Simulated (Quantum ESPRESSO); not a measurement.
Checking a run of Quantum ESPRESSO on Y4Zr3O12 (P-1, 19 atoms in the cell). The aim is a self-consistent single point with DFT, PBEsol, plane waves, GBRV 1.5 ultrasoft (PBESOL) pseudopotentials.

Cell that was meant: a = 6.3914 Å, b = 6.4368 Å, c = 6.6113 Å, α = 99.84°, β = 98.50°, γ = 99.62°.

Part of the input:

```fortran
Y     88.9058  y_pbesol_v1.4.uspp.F.UPF
Zr    91.2240  zr_pbesol_v1.uspp.F.UPF
O     15.9990  o_pbesol_v1.2.uspp.F.UPF
ATOMIC_POSITIONS crystal
Y     3.141821000    4.979109000    2.502818000
Y     1.196186000    0.055824000    3.903001000
Y     0.877795000    3.304796000    5.546286000
Y     3.460212000    1.730137000    0.859533000
Zr    0.000000000    0.000000000    0.000000000
Zr    4.342422000    1.642096000    4.297792000
Zr   -0.004415000    3.392837000    2.108027000
O     2.496797000    1.569825000    5.257256000
O     1.841210000    3.465108000    1.148563000
O     4.267196000    3.059085000    2.727790000
O     0.070811000    1.975848000    3.678029000
O     1.199341000    4.409752000    3.620953000
O     3.138666000    0.625181000    2.784866000
O    -1.444610000    3.146930000    5.662103000
O     5.782617000    1.888003000    0.743716000
O     5.116876000   -0.360948000    4.453069000
O    -0.778869000    5.395881000    1.952750000
O     3.323284000    5.846298000    0.378007000
O     1.014723000   -0.811365000    6.027812000
K_POINTS automatic
3 3 3  0 0 0
CELL_PARAMETERS angstrom
```

Output, abridged:

```
     G-vector sticks info
     --------------------
     sticks:   dense  smooth     PW     G-vecs:    dense   smooth      PW
   [... lines left out ...]
        k(   12) = (   0.3333333  -0.2791929  -0.0062888), wk =   0.1481481
        k(   13) = (   0.3333333  -0.2791929   0.3262921), wk =   0.1481481
        k(   14) = (   0.3333333  -0.2791929  -0.3388696), wk =   0.1481481

     Dense  grid:   169499 G-vectors     FFT dimensions: (  72,  72,  72)

     Smooth grid:    59931 G-vectors     FFT dimensions: (  50,  50,  54)

     Initial potential from superposition of free atoms

     starting charge     151.9776, renormalised to     152.0000

     negative rho (up, down):  1.653E-01 0.000E+00
     Self-consistent Calculation

     iteration #  1     ecut=    40.00 Ry     beta= 0.40

---- Real-time Memory Report at c_bands before calling an iterative solver
           575 MiB given to the printing process from OS
           263 MiB allocation reported by mallinfo(arena+hblkhd)
------------------

     negative rho (up, down):  1.675E-01 0.000E+00

     total energy              =   -1039.31577076 Ry
     estimated scf accuracy    <      11.40481684 Ry

     iteration #  2     ecut=    40.00 Ry     beta= 0.40

   [... lines left out ...]
           277 MiB allocation reported by mallinfo(arena+hblkhd)
------------------

     negative rho (up, down):  1.616E-01 0.000E+00

     total energy              =   -1042.27837692 Ry
     estimated scf accuracy    <          1.2E-10 Ry

     iteration # 24     ecut=    40.00 Ry     beta= 0.40

---- Real-time Memory Report at c_bands before calling an iterative solver
           785 MiB given to the printing process from OS
           277 MiB allocation reported by mallinfo(arena+hblkhd)
------------------

     negative rho (up, down):  1.616E-01 0.000E+00
     End of self-consistent calculation

     highest occupied, lowest unoccupied level (ev):    11.0800   11.0406

!    total energy              =   -1042.27837692 Ry
     estimated scf accuracy    <          5.6E-11 Ry

     convergence has been achieved in  24 iterations

     negative rho (up, down):  1.616E-01 0.000E+00

     Forces acting on atoms (cartesian axes, Ry/au):

     atom    1 type  1   force =     0.62251234    0.66706403   -3.40224770
     atom    2 type  1   force =     3.20320518    0.93418745    1.30956594
     atom    3 type  1   force =    -0.10202570    0.06668401    0.03897170
     atom    4 type  1   force =     0.07223859   -0.08696882   -0.07020105
     atom    5 type  2   force =    -3.11648944   -5.60714116    1.14188156
   [... lines left out ...]
     Total force =    11.391460     Total SCF correction =     0.000022
   [... lines left out ...]

     negative rho (up, down):  1.616E-01 0.000E+00
          total   stress  (Ry/bohr**3)                   (kbar)     P=     2254.56
   0.01927111  -0.00304289  -0.00753614         2834.88     -447.63    -1108.60
  -0.00304289   0.01339115   0.00196988         -447.63     1969.91      289.78
  -0.00753614   0.00196988   0.01331622        -1108.60      289.78     1958.88

   JOB DONE.
```

Is this run sound? If not, what is wrong?

The run is not sound. The fault is fractional and Cartesian coordinates mixed up. Numbers meant as fractions of the cell vectors were read as lengths, or the reverse, so the atoms sit in the wrong places. To fix it, make label and numbers agree, by changing either. The run converged in 24 iterations without an error; against the sound input the free energy goes up by 11.3 eV/atom, the pressure goes from -8.18 to 225.5 GPa and the largest force goes from 0.187 to 167.5 eV/Å.

On the sound input: the starting cell comes from a database of computed structures (which also holds hypothetical and non-ambient phases and stackings), without a prior relaxation at this level. Its lattice was rescaled by a random factor within 2.5 % of one. With a pressure of about -8 GPa the cell is away from its equilibrium volume at this level.
